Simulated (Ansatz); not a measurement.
## ZrB₂ (space group P6/mmm, No. 191)

ZrB2 has the hexagonal space group P6/mmm (No. 191), Pearson symbol hP3. Conventional cell: a = b = 3.155 Å, c = 3.506 Å, α = β = 90.00°, γ = 120.00°. Zr on 1a has 12 B at 2.528 Å. B on 2d is coordinated by 3 B at 1.822 Å and 6 Zr at 2.528 Å. (Neighbours: up to the widest gap in distance over summed covalent radii, below 1.35, at either atom; cation-cation and far metal-metal contacts left out.)

Method: PBEsol in Ansatz (plane waves to 420 eV, PAW, scalar-relativistic without spin-orbit coupling). Settings: 17×17×13 k-points, 0.05 eV Fermi–Dirac smearing.

| Quantity | Value |
|---|---|
| Volume per atom | 10.08 Å³ |
| Density | 6.20 g/cm³ |
| Band gap | zero |
| Total energy | -1479.074 eV/atom (σ→0; compares only within this code and set-up) |

Stability against distortions was not tested. All final runs are without spin polarisation.

Ansatz is a quantum-chemistry and plane-wave program.
